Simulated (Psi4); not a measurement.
Psi4 1.11, HF/def2-svp: W(O)(NMe)(F)(NMe2) (C[N]=[W](=[O])([F])[N](C)C), 17 atoms. The geometry is a generated start, not checked to be a minimum at this level.

| Property | Result |
|---|---|
| task | energy |
| method | scf |
| basis | def2-svp |
| memory | 3 GB |
| maxiter | 100 |
| keys of the molecule block | symmetry c1 |
| scf_type | df (default) |
| e_convergence | 1e-06 (default) |
| d_convergence | 1e-06 (default) |
| effective core potentials | those of the basis set, past Kr |
| basis functions | 175 |

```xyz
17

W      0.8040    -0.7553     0.6647
O      2.3340    -0.0326     0.6237
N      0.4419    -1.6920    -0.8132
C      0.5571    -2.3363    -2.0784
H     -0.0355    -1.8063    -2.8336
H      1.6035    -2.3525    -2.4133
H      0.1881    -3.3686    -2.0315
F      0.4615    -1.7487     2.2802
N     -0.4878     0.7138     0.6922
C     -1.3100     1.3985    -0.2982
C     -0.0743     1.6357     1.7556
H     -2.2085     1.8256     0.1635
H     -0.7458     2.2144    -0.7717
H     -1.6131     0.6818    -1.0625
H      0.5281     2.4663     1.3514
H     -0.9553     2.0648     2.2572
H      0.5120     1.0916     2.5141
```

Charge 0 and multiplicity 1 are set for this test and not shown to be the ground state.

With the defaults (damping_percentage = 0, diis = true, scf_initial_accelerator = adiis, level_shift = 0, level_shift_cutoff = 0.01, guess = auto, which took SAD, diis_max_vecs = 10, diis_start = 1) it converges in 13 SCF iterations. One run each on 2 threads, with these changes:
- diis_max_vecs = 6
- guess = huckel
- guess = modhuckel
- guess = gwh
- diis_start = 4
- damping_percentage = 60, diis = false, scf_initial_accelerator = none
- level_shift = 0.5, level_shift_cutoff = 0.001
- damping_percentage = 20
- damping_percentage = 60

Q: Which runs fail or end elsewhere than the default run?

A: No convergence: damping_percentage = 60; damping_percentage = 60, diis = false, scf_initial_accelerator = none (the run ends without SCF convergence in 100 iterations). The rest reach the solution of the defaults.

| setting | SCF iterations | end |
|---|---|---|
| the defaults | 13 | same solution |
| level_shift = 0.5, level_shift_cutoff = 0.001 | 13 | same solution |
| guess = modhuckel | 13 | same solution |
| guess = huckel | 13 | same solution |
| diis_max_vecs = 6 | 13 | same solution |
| diis_start = 4 | 15 | same solution |
| damping_percentage = 20 | 18 | same solution |
| guess = gwh | 20 | same solution |
| damping_percentage = 60 | 100 | no convergence |
| damping_percentage = 60, diis = false, scf_initial_accelerator = none | 100 | no convergence |
